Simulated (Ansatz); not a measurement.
```
Hf3TiO8
1.0
    5.21858     0.03165     0.43131
    0.03049     5.09716    -0.02862
    0.41631    -0.02867     5.01204
Ti Hf O
1 3 8
Direct
  0.04440   0.19999   0.29272
  0.96147   0.70549   0.75048
  0.53787   0.79227   0.31717
  0.45944   0.29044   0.75693
  0.39570   0.08456   0.10923
  0.72368   0.99639   0.59513
  0.90838   0.93384   0.10893
  0.21804   0.00362   0.58093
  0.09411   0.42010   0.98607
  0.78329   0.47576   0.47389
  0.59916   0.58587   0.96285
  0.27447   0.51167   0.48966
```

Relaxed-ion tensors in this frame from Ansatz (a program for electronic structure), PBEsol functional, plane-wave PAW. Proper piezoelectric stress tensor e (C/m²):

```
-0.28  -0.30   0.07  -0.10  -0.19   0.01
 0.32   0.12   0.13  -0.84   0.05  -0.13
-0.97  -0.81  -1.11   0.45   0.15   0.22
```

Stiffness C (GPa):

```
  243    153   62.0   21.9   14.2  -28.2
  153    389    155   -7.0    3.7  -14.0
 62.0    155    322   25.1  -30.8  -19.1
 21.9   -7.0   25.1    110  -17.0   13.7
 14.2    3.7  -30.8  -17.0   79.2   -2.0
-28.2  -14.0  -19.1   13.7   -2.0   80.2
```

The ordered cell is a computed model, not a synthesised structure. Spin-orbit coupling is not included.

Problem. Obtain the piezoelectric strain tensor d.

Solution. d = e S with S = C⁻¹, in pC/N:

```
-0.5  -0.8   0.6  -1.4  -2.3   0.1
 2.9  -1.4   1.1  -8.9  -1.3   0.9
-4.7   1.2  -3.4   6.3   2.7  -0.5
```


The PAW data sets were generated under PBE and serve the other functionals too.
